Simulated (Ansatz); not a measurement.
Here is the system:

```yaml
crystal:
  lattice:
    - [0.00000, 2.26813, 2.26813]
    - [2.26813, 0.00000, 2.26813]
    - [2.26813, 2.26813, 0.00000]
  atoms:
    - { symbol: Ca, position: [0.00000, 0.00000, 0.00000] }
    - { symbol: O, position: [0.50000, 0.50000, 0.50000] }
```

No spin polarisation.

Computed with plane-wave PAW DFT at the PBE level (Ansatz, an electronic-structure program, 420 eV), spin-orbit coupling left out. Γ-centred 12×12×12 mesh, Fermi–Dirac width 0.05 eV.

**Question.** Estimate the band gap.

**Answer.** 3.53 eV.

**Question.** What is the computed electron mass?

**Answer.** 1.4 mₑ along k, 0.38 mₑ across (at X).

Load acts through the strain it causes; cell and atoms are relaxed under it. Effective masses come from finite differences of ±0.01 Å⁻¹. Along k means along the line from Γ to the band edge. Stability against distortions was not tested. No other phases were tried under pressure. The cell was made from CaO in the rock salt structure (space group Fm-3m, No. 225) by this change: pressure 30 GPa.
